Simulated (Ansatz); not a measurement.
**PBE against PBEsol: TiC**

Start from TiC in the rock salt structure (space group Fm-3m, No. 225; a = 4.333 Å).

(Cell as relaxed with PBE.)

Levels (all Ansatz, a first-principles code, PAW, earlier PAW set): PBE (420 eV, no SOC); PBEsol (420 eV, no spin-orbit coupling).

Each level relaxes its own structure.

| quantity | PBE | PBEsol |
|---|---|---|
| volume per atom | 10.17 Å³ | 9.89 Å³ |
| lattice parameter a | 4.333 Å | 4.293 Å |
| band gap | zero | zero |

PBE's volume per atom lies 0.28 Å³ above PBEsol's (2.8 %); PBE's lattice parameter a lies 0.040 Å above PBEsol's (0.9 %); the two agree on the band gap. Neither level is exact; PBEsol is the comparison here, not a measurement.

No phonon test of stability was made. All final runs are without spin polarisation.
